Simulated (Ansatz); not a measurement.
## Sn with two functionals, biaxial strain +0.74 %, plane normal [001], relaxed out of plane

Start from Sn (space group I4_1/amd, No. 141; a = 5.9495 Å, c = 3.2137 Å; relaxed with 0.1 eV smearing). Axes: x, y, z lie along a, b, c of the conventional cell.

(Cell as relaxed with PBE.)

Levels (all Ansatz, an electronic-structure program, PAW): PBE (420 eV, without spin-orbit coupling); r2SCAN (500 eV, spin-orbit coupling left out).

Each level relaxes its own structure.

```csv
base,PBE,r2SCAN
volume per atom,28.44 Å³,27.60 Å³
lattice parameter a,5.949 Å,5.887 Å
band gap,zero,zero
```

Modification: biaxial strain +0.74 %, plane normal [001], relaxed out of plane (Cartesian); in-plane vectors clamped, the third vector and the atoms free.

```json
[
 {"quantity": "out-of-plane strain", "PBE": "-0.69 %", "r2SCAN": "-0.49 %"},
 {"quantity": "energy relative to the base (free energy F)", "PBE": "+0.9 meV/atom", "r2SCAN": "+1.1 meV/atom"},
 {"quantity": "shortest interatomic distance", "PBE": "3.101 Å", "r2SCAN": "3.069 Å"},
 {"quantity": "pressure (mean of the normal stresses, compression positive)", "PBE": "-0.4 GPa", "r2SCAN": "-0.5 GPa"}
]
```

PBE's out-of-plane strain lies 0.20 % below r2SCAN's; PBE's shortest interatomic distance lies 0.032 Å above r2SCAN's (1.0 %); PBE's pressure lies 0.17 GPa above r2SCAN's. Neither level is exact; r2SCAN is the comparison here, not a measurement.

A biaxial case was relaxed in a doubled cell and then solved in the primitive one. Stability against distortions was not tested.
